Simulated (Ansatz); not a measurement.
The starting structures come from a database of crystals and need not be the phases stable at ambient conditions.

Tunnelling through a barrier is set by its complex band structure: the current falls as exp(−2κd) with the smallest κ.

Consider the following.

```
AlLi3H6
1.0
    7.95586     0.00000     0.00000
   -3.97793     6.88998     0.00000
    3.97793     2.29666     3.12970
Li Al H
6 2 12
Direct
  0.68318   0.43259   0.37778
  0.31682   0.56741   0.62222
  0.18963   0.25059   0.37778
  0.81037   0.74941   0.62222
  0.37163   0.93904   0.37778
  0.62837   0.06096   0.62222
  0.00000   0.50000   0.50000
  0.00000   0.00000   0.00000
  0.95933   0.04827   0.33569
  0.04067   0.95173   0.66431
  0.61604   0.91106   0.33569
  0.38396   0.08894   0.66431
  0.75325   0.70498   0.33569
  0.24675   0.29502   0.66431
  0.36821   0.57330   0.20120
  0.63179   0.42670   0.79880
  0.22550   0.79491   0.20120
  0.77450   0.20509   0.79880
  0.00389   0.43059   0.20120
  0.99611   0.56941   0.79880
```

The cell is taken as given.

Transport runs along the normal of the first two printed cell vectors, the (001) plane of the conventional cell.

The gap is the functional's own, uncorrected, and κ follows it; spin-orbit coupling is left out. Mid-gap means the computed energy nearest the middle.

State the band gap and the smallest decay constant κ at mid-gap according to r2SCAN (Ansatz, a program for electronic structure).

Gap 4.21 eV on a 10×10×10 mesh; κ = 0.344 1/Å, at the zone centre.
